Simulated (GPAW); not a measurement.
Band structure of Cr (Im-3m, 1 atom in the cell).

```
CELL_PARAMETERS angstrom
     -1.41840     1.41840     1.41840
      1.41840    -1.41840     1.41840
      1.41840     1.41840    -1.41840
ATOMIC_POSITIONS crystal
  Cr 0.00000 0.00000 0.00000
```
Moments meant for the start (each program seeds them in its own way; μB, in the order of the atoms Cr): 3.0.

Computed with PBE, GPAW PAW datasets PBE (gpaw-data 1.0.1) (plane waves; GPAW 25.7.0).

Settings: spinpol = true; mode = pw; ecut = 800 eV; xc = PBE; kpts = 13 13 13; mesh shift (steps) = 0 0 0; occupations.name = fermi-dirac; occupations.width = 0.1 eV; nbands = -7; convergence.forces = 0.001 eV/Å; symmetry.symmorphic = false; symmetry.tolerance = 0.0005; maxiter = 120; bandpath_npoints = 40.

The starting cell was generated: these elements placed on a structure prototype, without a prior relaxation; it need not be a known phase or ordering of this composition. Its lattice was rescaled by a random factor within 2.5 % of one. The starting moments vanished: the run ended non-magnetic, which need not be the lowest state.

Levels in eV from the Fermi level, bands 1 to 7 of the first spin channel:
```json
[
 {"point": "Γ", "1": "-7.84", "2": "-0.94", "3": "-0.94", "4": "-0.94", "5": "1.10", "6": "1.10", "7": "9.83"},
 {"point": "H", "1": "-4.33", "2": "-4.33", "3": "2.43", "4": "2.43", "5": "2.43", "6": "9.30", "7": "9.30"},
 {"point": "N", "1": "-4.42", "2": "-2.47", "3": "1.11", "4": "1.20", "5": "1.44", "6": "2.83", "7": "9.79"},
 {"point": "P", "1": "-2.33", "2": "-2.33", "3": "-2.33", "4": "1.50", "5": "1.50", "6": "9.42", "7": "9.42"}
]
```

Bands cross the Fermi level along this path, so the cell is metallic at this level.

The net moment of the cell came out as 0.00 μB.
